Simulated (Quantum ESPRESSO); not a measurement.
Worked example: relaxation of the atoms of CaGe₂Ru₂ (I4mm, 5 atoms in the cell) in Quantum ESPRESSO.

Method: LDA (PZ), GBRV 1.5 ultrasoft (LDA) pseudopotentials (plane waves; Quantum ESPRESSO).

The input file:

```fortran
&control
  calculation = 'relax'
  prefix = 'pwscf'
  outdir = './work'
  pseudo_dir = './'
  verbosity = 'high'
  forc_conv_thr = 7.8e-03
/
&system
  ibrav = 7
  A = 4.273934000
  C = 9.998686000
  nat = 5
  ntyp = 3
  ecutwfc = 50
  ecutrho = 400
  occupations = 'smearing'
  smearing = 'gaussian'
  degauss = 0.0073499
/
&electrons
  conv_thr = 1e-10
/
&ions
/
ATOMIC_SPECIES
Ca    40.0780  ca_lda_v1.uspp.F.UPF
Ge    72.6300  ge_lda_v1.4.uspp.F.UPF
Ru   101.0700  ru_lda_v1.2.uspp.F.UPF
ATOMIC_POSITIONS crystal
Ca    0.000000000    0.015002000    0.015002000
Ge    0.000000000    0.366270000    0.366270000
Ge    0.000000000    0.633730000    0.633730000
Ru   -0.500000000    0.250000000    0.750000000
Ru   -0.500000000    0.750000000    0.250000000
K_POINTS automatic
5 5 5  0 0 0
```

The program printed (abridged):

```
     Self-consistent Calculation

     iteration #  1     ecut=    50.00 Ry     beta= 0.70

---- Real-time Memory Report at c_bands before calling an iterative solver
           323 MiB given to the printing process from OS
           111 MiB allocation reported by mallinfo(arena+hblkhd)
------------------

     negative rho (up, down):  1.343E-01 0.000E+00

     total energy              =    -889.65162182 Ry
     estimated scf accuracy    <       1.33893514 Ry

     iteration #  2     ecut=    50.00 Ry     beta= 0.70

---- Real-time Memory Report at c_bands before calling an iterative solver
   [... lines left out ...]
           386 MiB given to the printing process from OS
           142 MiB allocation reported by mallinfo(arena+hblkhd)
------------------

     negative rho (up, down):  1.360E-01 0.000E+00

     total energy              =    -890.14287946 Ry
     estimated scf accuracy    <          7.5E-10 Ry

     iteration # 11     ecut=    50.00 Ry     beta= 0.70

---- Real-time Memory Report at c_bands before calling an iterative solver
           386 MiB given to the printing process from OS
           142 MiB allocation reported by mallinfo(arena+hblkhd)
------------------

     negative rho (up, down):  1.360E-01 0.000E+00
     End of self-consistent calculation

     the Fermi energy is    13.2451 ev

!    total energy              =    -890.14287946 Ry
     estimated scf accuracy    <          6.5E-11 Ry
     smearing contrib. (-TS)   =      -0.00088665 Ry
     internal energy E=F+TS    =    -890.14199281 Ry

     convergence has been achieved in  11 iterations

     negative rho (up, down):  1.360E-01 0.000E+00

     Forces acting on atoms (cartesian axes, Ry/au):

     atom    1 type  1   force =     0.00000000    0.00000000   -0.01369463
     atom    2 type  2   force =     0.00000000   -0.00000000   -0.00851802
     atom    3 type  2   force =     0.00000000    0.00000000    0.01331867
     atom    4 type  3   force =     0.00000000   -0.00000000    0.00444699
     atom    5 type  3   force =     0.00000000   -0.00000000    0.00444699

   [... lines left out ...]
     Total force =     0.021841     Total SCF correction =     0.000022
     the Fermi energy is    13.2770 ev
!    total energy              =    -890.14521148 Ry
     Total force =     0.007321     Total SCF correction =     0.000003
     bfgs converged in   8 scf cycles and   7 bfgs steps
     Final energy             =    -890.1452114804 Ry
   [... lines left out ...]
Begin final coordinates

ATOMIC_POSITIONS (crystal)
Ca               0.0000000000        0.0044334020        0.0044334020
Ge               0.0000000000        0.3648776791        0.3648776791
Ge               0.0000000000        0.6402833023        0.6402833023
Ru              -0.5000000000        0.2527038083        0.7527038083
Ru              -0.5000000000        0.7527038083        0.2527038083
End final coordinates

   JOB DONE.
```

The run converged.  The full log also holds: “WARNING: bfgs curvature condition failed, Theta= 0.937”.

Summary of the result:
```
Property                                       Value
------------------------------------  --------------
Free energy E − TS                    -12111.0426 eV
Fermi level (on the code's own zero)        13.28 eV
Largest force (vector length)             0.147 eV/Å
Relaxation steps                                   7
```

The starting cell comes from a database of computed structures (which also holds hypothetical and non-ambient phases and stackings), without a prior relaxation at this level. Its lattice was rescaled by up to half a per cent. For this run, on top of that: one atom moved by 0.15 angstrom. Spin polarisation is off. The relaxation keeps the symmetry of its start, so its end need not be a minimum.

Cost on one core of a shared machine: roughly 6 min.
